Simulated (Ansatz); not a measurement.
**BN: pressure 22.5 GPa**

Start from BN in the zinc blende structure (space group F-43m, No. 216; a = 3.581 Å).

Now apply this change: cell and atoms relaxed at a pressure of 22.5 GPa.

All numbers come from LDA, PAW, 420 eV (Ansatz, a first-principles code; spin-orbit coupling left out). k-mesh 16×16×16 (Γ-centred); smearing 0.05 eV (Fermi–Dirac).

```tsv
quantity	base	changed	shift
density	3.59 g/cm³	3.78 g/cm³	+0.19 g/cm³
lattice parameter a	3.581 Å	3.520 Å	-0.0604 Å
shortest interatomic distance	1.550 Å	1.524 Å	-0.026 Å
band gap	4.39 eV	4.45 eV	+0.06 eV
gap character	indirect, Γ → X	indirect, Γ → X	–
mean gap deformation potential ΔEg/Δln V	–	-1.1 eV	–
width of the top valence band	6.77 eV	7.14 eV	+0.378 eV
electron mass	0.90 mₑ along k, 0.30 mₑ across (at X)	0.88 mₑ along k, 0.29 mₑ across (at X)	–
```

Load acts through the strain it causes; cell and atoms are relaxed under it. Masses are band curvatures over ±0.01 Å⁻¹ around the edge. Along k means along the line from Γ to the band edge. Stability against distortions was not tested. Competing high-pressure phases were not computed.
